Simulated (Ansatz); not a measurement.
**A computed series for LaTiO3: pressure series**

Take LaTiO3 in the cubic perovskite structure (space group Pm-3m, No. 221; a = 3.906 Å) as the base.

Cell and atoms are relaxed at each pressure.

Calculations: PBEsol/PAW in Ansatz (an electronic-structure program), no SOC.

```csv
change,shortest interatomic distance,density
base,195.3 pm,6.54 g/cm³
pressure −2 GPa,___,___
pressure −1 GPa,195.6 pm,6.51 g/cm³
pressure 0.3 GPa,195.2 pm,6.55 g/cm³
pressure 0.7 GPa,195.1 pm,6.57 g/cm³
pressure 1.5 GPa,194.8 pm,6.59 g/cm³
pressure 3 GPa,194.3 pm,6.64 g/cm³
pressure 5 GPa,193.7 pm,6.70 g/cm³
pressure 7.5 GPa,193.0 pm,6.77 g/cm³
pressure 10 GPa,192.4 pm,6.85 g/cm³
```

Some entries are withheld; estimate them.


- pressure −2 GPa, shortest interatomic distance: 195.9 pm
- pressure −2 GPa, density: 6.48 g/cm³

Load acts through the strain it causes; cell and atoms are relaxed under it. Stability against distortions was not tested. Competing high-pressure phases were not computed. No Hubbard U is applied, and correlation can decide whether such a compound is a metal. The final runs are not spin-polarised. An odd electron count without spin: LaTiO3. Many cubic perovskites are stable only at high temperature; tilts and polar distortions were not tested.
